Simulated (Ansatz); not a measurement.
**Ansatz (an electronic-structure program) run on MgTiF6 (R3, 8 atoms in the cell): self-consistent single point**

Level of theory: PBEsol, default PAW files made with PBE (plane waves; Ansatz).

The input file:

Ansatz 0.2 input:
```yaml
# MgTiF6
crystal:
  lattice:
    - [2.616105, 1.510409, 4.457841]
    - [-2.616105, 1.510409, 4.457841]
    - [0.000000, -3.020817, 4.457841]
  atoms:
    - { symbol: Mg, position: [0.503739, 0.503739, 0.503739] }
    - { symbol: Ti, position: [0.000000, 0.000000, 0.000000] }
    - { symbol: F, position: [0.671620, 0.842457, 0.242250] }
    - { symbol: F, position: [0.328380, 0.157543, 0.757750] }
    - { symbol: F, position: [0.242250, 0.671620, 0.842457] }
    - { symbol: F, position: [0.757750, 0.328380, 0.157543] }
    - { symbol: F, position: [0.842457, 0.242250, 0.671620] }
    - { symbol: F, position: [0.157543, 0.757750, 0.328380] }
basis:
  ecutwfc: 420.0
kpoints:
  mp_grid: { grid: [6, 6, 6] }
hamiltonian:
  xc: pbesol
  pseudopotentials: { kind: paw }
scf:
  occupations: { method: fixed }
output:
  forces: true
  eigenvalues: true
  stress: true
```

Log, with long lists cut:

```
WARN ansatz: RAYON_NUM_THREADS=1 ignored (pool sized by the plan → 1); use --threads N
Pseudopotentials: kind: paw
Pseudopotential: Mg, paw, valence charge 10
Pseudopotential: Ti, paw, valence charge 12
Pseudopotential: F, paw, valence charge 7
Crystal: 8 atoms, lattice volume = 105.688 Å³
Basis set: ecut = 420 eV, 2055 PW (Γ), exchange–correlation on 72×72×72 points (8 copies of the dense FFT grid, shifted against one another)
Bands: 40, of which v1, the nominal top of the filled ones, is band 32 counted from 1 (31 counted from 0)
Symmetry: 3 space group operations
Space group: R3 (ITA 146), of the structure as read, at distance tolerance 4.7e-5 Å
k-points: 40 of 216 (time reversal used)
PAW frozen core: Mg, regenerated for the run's functional, and the local potential with it
PAW frozen core: Ti, regenerated for the run's functional, and the local potential with it
PAW frozen core: F, regenerated for the run's functional, and the local potential with it
Initial density: superposition of atomic densities (neutral atoms: chi_scale 0, normalization atom), corrected by the library's trained network
Initial wavefunctions: pseudopotential atomic-orbital guess
Eigensolver: davidson
Functional: x = pbesol(κ = 0.804, μ = 0.12345679012345678), c = pbesol(β = 0.046)
SCF iter   1: F=—  HF=-9199.772096 eV  |F-HF|=—  |Δ(HF+E_count)|=         —  Δρ=1.52e-2  dr2=1.69e-1  ethr=1.77e-3  ⟨swp⟩=4.0  Hψ=5676  notcnv=0  defer=200
all-band conjugate gradients solve this SCF's bands
preconditioner: auto → Resta (q_TF=auto, 2.509 Å⁻¹)
SCF iter   2: F=—  HF=-9199.735015 eV  |F-HF|=—  |Δ(HF+E_count)|=   3.71e-2  Δρ=5.39e-3  dr2=2.65e-2  ethr=2.64e-4  ⟨swp⟩=2.0  Hψ=2744  notcnv=0  defer=200
SCF iter   3: F=—  HF=-9199.729573 eV  |F-HF|=—  |Δ(HF+E_count)|=   5.44e-3  Δρ=1.37e-3  dr2=1.47e-3  ethr=4.15e-5  ⟨swp⟩=3.2  Hψ=2793  notcnv=0  defer=213
SCF iter   4: F=—  HF=-9199.729473 eV  |F-HF|=—  |Δ(HF+E_count)|=   1.00e-4  Δρ=4.66e-4  dr2=1.63e-4  ethr=2.30e-6  ⟨swp⟩=2.0  Hψ=2719  notcnv=0  defer=236
SCF iter   5: F=—  HF=-9199.729523 eV  |F-HF|=—  |Δ(HF+E_count)|=   5.05e-5  Δρ=1.21e-4  dr2=1.13e-5  ethr=2.55e-7  ⟨swp⟩=2.0  Hψ=2735  notcnv=0  defer=120
SCF iter   6: F=—  HF=-9199.729524 eV  |F-HF|=—  |Δ(HF+E_count)|=   7.41e-7  Δρ=5.31e-5  dr2=2.48e-6  ethr=1.76e-8  ⟨swp⟩=2.0  Hψ=2775  notcnv=0  defer=105
SCF iter   7: F=—  HF=-9199.729525 eV  |F-HF|=—  |Δ(HF+E_count)|=   1.03e-6  Δρ=2.40e-5  dr2=6.20e-7  ethr=3.88e-9  ⟨swp⟩=2.0  Hψ=2452  notcnv=0  defer=105
SCF iter   8: F=-9199.729525 eV  HF=-9199.729525 eV  |F-HF|=7.79e-8  |Δ(HF+E_count)|=   3.45e-7  Δρ=6.06e-6  dr2=5.46e-8  ethr=1.56e-10  ⟨swp⟩=10.3  Hψ=8504  notcnv=0
SCF 1 converged in 8 iterations: F = -9199.729525 eV  dr2 = 5.46e-8
SCF converged after 8 iterations
Free energy (F): -9199.729525 eV
Harris-Foulkes:  -9199.729525 eV  (|F-HF|=7.79e-8)
Internal energy: -9199.729525 eV  (E = F + TS)
E sigma→0 (E₀):  -9199.729525 eV
Fermi energy:    0.295946 eV
--- Per-component energies (eV) ---
  E_band       = -937.645025
  E_kinetic    = 1583.463638
  E_local      = -7014.453926  (includes V_loc(G=0)·N_el)
  E_nonlocal   = 540.594474
  E_hartree    = 2652.848266
  E_xc         = -596.939530
  E_vxc        = -766.761955  (∫ρ·V_xc dr)
  E_paw        = -2462.130346  (= ΣΔE_a)
  E_vpaw       = -586.177216  (= ΣTr[D̂ρ^β])
  E_aug_tail   = 0.012208  (compensation charges beyond the density's cutoff)
  E_ewald      = -3903.577211
  E_core_change = 0.452902  (= ΣΔE_core)
  E_smearing   = -0.000000  (= −TS)
  E_closure    = 0.000000  (closes the sum)
  Σ components = -9199.729525   (vs F -9199.729525, Δ=0.00e0)
--- Forces (eV/Å), atoms counted from 1 ---
  atom   1  Mg    -0.00000000    -0.00000002    -0.49239439
  atom   2  Ti    -0.00000000     0.00000001     0.32522857
  atom   3  F      0.03330425     0.26994260     0.21072612
  atom   4  F     -0.10309596    -0.18507973    -0.15500817
  atom   5  F     -0.25042927    -0.10612896     0.21072613
  atom   6  F      0.21183172     0.00325614    -0.15500818
  atom   7  F      0.21712502    -0.16381361     0.21072613
  atom   8  F     -0.10873576     0.18182357    -0.15500818
  max |Σ_I F_I| component: 1.20e-5 eV/Å
--- Stress (GPa, compression-positive) ---
       -0.696171       0.000001      -0.000000
       -0.000001      -0.696171      -0.000000
        0.000000      -0.000000      -0.793536
  P = ⅓ Tr σ = -0.7286 GPa (-7.286 kbar)
  The stress holds the Pulay correction. Without it, at fixed plane waves, as pw.x and ABINIT print it: P = -1.4521 GPa
--- Band table (eV; the first three rows and the last of 40) ---
  k-point 0: bands = ["-69.9320", "-54.8786", "-36.8917", "-36.8917", "-36.8904", "-31.3123", "-31.3123", "-31.3049", "-20.0602", "-19.4769", "-19.4769", "-19.1564", "-19.1376", "-19.1376", "-3.4765", "-2.6873", "-2.6873", "-2.3506", "-2.2586", [...]
  k-point 1: bands = ["-69.9320", "-54.8786", "-36.8917", "-36.8917", "-36.8904", "-31.3127", "-31.3124", "-31.3049", "-20.0107", "-19.4944", "-19.4867", "-19.1961", "-19.1375", "-19.1250", "-3.3780", "-2.7981", "-2.7600", "-2.3425", "-2.2834", [...]
  k-point 2: bands = ["-69.9320", "-54.8786", "-36.8917", "-36.8916", "-36.8904", "-31.3136", "-31.3125", "-31.3050", "-19.8838", "-19.5282", "-19.5071", "-19.3230", "-19.1197", "-19.0984", "-3.1310", "-2.9715", "-2.8775", "-2.4833", "-2.0856", [...]
  k-point 39: bands = ["-69.9320", "-54.8786", "-36.8916", "-36.8916", "-36.8904", "-31.3125", "-31.3125", "-31.3065", "-19.7970", "-19.5186", "-19.5186", "-19.4450", "-19.0937", "-19.0937", "-3.0335", "-3.0335", "-2.7589", "-2.5392", "-1.8414", [...]
```

The run converged in 8 iterations.

The starting cell comes from a database of computed structures (which also holds hypothetical and non-ambient phases and stackings), without a prior relaxation at this level. Its lattice was rescaled by up to half a per cent. One atom was moved a little off its site on purpose. Ansatz's pressure includes its estimate of the finite-basis (Pulay) stress. Without the estimate this run gives -1.45 GPa.
